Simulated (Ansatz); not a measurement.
**Converging the plane-wave cutoff: AlNi (Cmm2, 2 atoms in the cell)**

```
AlNi
1.0
    1.93288    -1.94733     0.00000
    1.93288     1.94733     0.00000
    0.00000     0.00000     3.09013
Al Ni
1 1
Cartesian
  0.00000   0.00000   0.05000
  1.93288   0.00000   1.54507
```

Method of the run: PBEsol, default PAW files made with PBE (plane waves; Ansatz, a first-principles code).

Base settings: basis.ecutwfc = 30.9 Ry; kpoints.mp_grid.grid = 12 12 11; hamiltonian.xc = pbesol; hamiltonian.pseudopotentials = {kind: paw} (the program's default PAW files); scf.occupations.method = gaussian; scf.occupations.width = 0.0073 Ry.

The second cell is the first with its lattice scaled by 0.98.

The mesh stays at the base's, so the ladder's end is converged at best in this setting alone.

The first pressure column holds Ansatz's estimate of the finite-basis (Pulay) stress, which hides part of the cutoff error; the other is without it.

Only quantities that move along the ladder and can be compared are tabulated.

The count of work is k-points × plane waves × bands × iterations; it is no time. 

The starting cell comes from a database of computed structures (which also holds hypothetical and non-ambient phases and stackings), without a prior relaxation at this level. Its lattice was rescaled by up to half a per cent. One atom was moved a little off its site on purpose. Spin polarisation is off.

```tsv
basis.ecutwfc	free energy less the last step's (meV/atom)	energy of the compressed cell less the first (meV/atom)	pressure (GPa)	pressure without the Pulay estimate (GPa)	largest difference of a force vector from the last step's (eV/Å)	count of work / last
10.7 Ry	52756.73	146.82	-15.53	-2573.50	0.523	0.12
12.5 Ry	21905.96	-35.53	-8.77	-1210.68	0.384	0.095
14 Ry	10721.61	16.66	5.11	-653.20	0.182	0.097
15.4 Ry	5480.13	40.71	6.43	-366.16	0.071	0.11
16.9 Ry	2656.50	37.06	2.38	-196.13	0.040	0.13
18.4 Ry	1278.44	36.52	3.22	-104.28	0.083	0.15
21.7 Ry	214.47	40.47	3.54	-21.51	0.010	0.16
24.6 Ry	32.62	37.13	2.69	-2.53	0.005	0.19
27.9 Ry	3.52	34.85	2.22	1.74	0.001	0.23
30.9 Ry	1.43	34.67	2.19	2.13	0.000	0.28
33.8 Ry	1.00	34.66	2.19	2.15	0.000	0.30
37.1 Ry	0.68	34.67	2.19	2.17	0.000	0.35
41.5 Ry	0.50	34.65	2.18	2.17	0.000	0.42
46.3 Ry	0.35	34.64	2.18	2.17	0.000	0.49
54 Ry	0.13	34.63	2.18	2.17	0.000	0.72
61.7 Ry	0.06	34.62	2.18	2.18	0.000	0.78
74.2 Ry	0.00	34.62	2.18	2.18	0.000	1.0
```

Coarsest basis.ecutwfc that holds the free energy within 2 meV/atom of the last step, with all finer ones: 30.9 Ry, at 0.28 of the last step's count of work; the step before is off by 3.5 meV/atom.

Coarsest basis.ecutwfc that holds the pressure without the Pulay estimate within 1 GPa of the last step, with all finer ones: 27.9 Ry, at 0.23 of the last step's count of work; the step before is off by 4.7 GPa.

Coarsest basis.ecutwfc that holds the forces within 0.02 eV/Å of the last step, with all finer ones: 21.7 Ry, at 0.16 of the last step's count of work; the step before is off by 0.083 eV/Å.

The energy difference between the two cells stays within 1 meV/atom of the last step's from 27.9 Ry on, the total only from 37.1 Ry on: much of the error is common to both cells and cancels.

At the lowest cutoff the pressure without the Pulay estimate lies 2580 GPa under the last step's, the usual sign of Pulay stress in an incomplete plane-wave basis.

Keys are those of Ansatz 0.2.
